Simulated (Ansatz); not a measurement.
Base system: HfN in the rock salt structure (space group Fm-3m, No. 225; a = 4.5482 Å; relaxed with 0.1 eV smearing).

Computed with plane-wave PAW DFT at the PBE level (Ansatz, a program for electronic structure, 420 eV), scalar-relativistic without spin-orbit coupling.

Base values:

- Pressure: 0.0 GPa

One thing is altered: every lattice vector is shortened by 0.50 %; the atoms relax in the strained cell.

Task: What happens to the energy relative to the base?

Result: The energy increases by 2.2 meV/atom.

Task: Estimate the effect on the pressure.

Result: The pressure goes from zero to 4.1 GPa.

No phonon test of stability was made. All final runs are without spin polarisation. An odd electron count without spin: HfN.
